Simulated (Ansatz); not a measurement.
The reference is Al2Cu (space group I4/mcm, No. 140; a = 6.0596 Å, c = 4.8745 Å).

(Cell as relaxed with PBE.)

Levels (all Ansatz, a first-principles code, PAW): PBE (420 eV, no SOC); r2SCAN (500 eV, no spin-orbit coupling).

Each level relaxes its own structure.

```
base                      PBE    r2SCAN
-------------------  --------  --------
volume per atom      14.92 Å³  14.40 Å³
lattice parameter a   6.060 Å   6.006 Å
band gap                 zero      zero
```

Modification: B takes the place of Al on all its sites, then cell and atoms are relaxed.

| quantity | PBE | r2SCAN |
|---|---|---|
| c/a ratio | 0.950 | [?] |
| shortest interatomic distance | 1.665 Å | [?] |
| band gap | zero | [?] |

Question: Predict the r2SCAN column.

Answer: 
- c/a ratio, r2SCAN: 0.942
- shortest interatomic distance, r2SCAN: 1.662 Å
- band gap, r2SCAN: zero

PBE's c/a ratio lies 0.0086 above r2SCAN's; PBE's shortest interatomic distance lies 0.003 Å above r2SCAN's (0.2 %); the two agree on the band gap. Neither level is exact; r2SCAN is the comparison here, not a measurement.

Whether these cells are dynamically stable was not tested. As relaxed here, CuB2 is a hypothetical phase, not in the database extracts checked. The final runs are not spin-polarised.
